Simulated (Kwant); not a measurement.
Model system: Aharonov-Bohm ring in a GaN two-dimensional gas. Effective mass 0.22 mₑ, grid spacing 12 nm, hard walls, nominal width 150 nm (13 grid rows, so walls 168 nm apart), one parabolic valley, scattering region 1000 nm long along x; energies count from the band bottom; Fermi energy 0.000293 eV. Ring of mean radius 340 nm, arms as wide as the leads. Perpendicular field swept from 0 to 0.05 T, none in the leads; orbital effect alone.

The device is made up for the run: typed textbook-type constants, with dimensions and the other settings drawn at random.

Model: effective-mass tight-binding model on a square grid, one spin, coherent transport at 0 K (Kwant). Conductance is in e²/h.

Density of the scattering states that come in from the left lead, at field = 0.03764 T, in bins, relative to the largest site value (x marks bins outside the device):

```
|xxxxxxxxxxxxx  .::-:.... .::.  xxxxxxxxxxxxx|
|xxxxxxxxxxx  .-==--:  .. .===-:. xxxxxxxxxxx|
|xxxxxxxxx .:..::. .:::--:::..:=+-. xxxxxxxxx|
|xxxxxxxx.:--...--:::....::-:::..:-. xxxxxxxx|
|xxxxxx.-*+..--:..  xxxxxx  ..:--::::. xxxxxx|
|xxxxx.+@%--*+.  xxxxxxxxxxxx  .+#- +#=.xxxxx|
|xxxx -@%::%#.xxxxxxxxxxxxxxxxxx.*#:=@@- xxxx|
|xxxx =+-:*#:xxxxxxxxxxxxxxxxxxxx.+= :+= xxxx|
|xxxx . .=#:xxxxxxxxxxxxxxxxxxxxxx:=:.--.xxxx|
|-:. .:..:: xxxxxxxxxxxxxxxxxxxxxx :.  ..    |
|-:....:::  xxxxxxxxxxxxxxxxxxxxxx .--:....  |
|=-.  .:-:  xxxxxxxxxxxxxxxxxxxxxx .--:    ..|
|-:. .::.   xxxxxxxxxxxxxxxxxxxxxx   ..:.    |
|xxxx   .:-.xxxxxxxxxxxxxxxxxxxxxx ..:--.xxxx|
|xxxx  .:-=: xxxxxxxxxxxxxxxxxxxx .:.    xxxx|
|xxxx  :-: :: xxxxxxxxxxxxxxxxxx . .-=:  xxxx|
|xxxxx -#%=.==.  xxxxxxxxxxxx  .=+..=+: xxxxx|
|xxxxxx.:+=.:=-.    xxxxxx    .:--:::. xxxxxx|
|xxxxxxxx ...:  ...   ..   ..  ..    xxxxxxxx|
|xxxxxxxxx  .::::.   .-=- .:..-++:  xxxxxxxxx|
|xxxxxxxxxxx  ... :=-. .:..:. .:. xxxxxxxxxxx|
|xxxxxxxxxxxxx    .--.  ...     xxxxxxxxxxxxx|
```
Scale: ten equal steps from 0.003 (start of ' ') to 0.908 (end of '@'), in the order ' .:-=+*#%@'; x runs from -481 to 481, y from -389 (bottom) to 389 (top).

The conductance there is 1.11 e²/h with 2 open channel(s) in the leads.
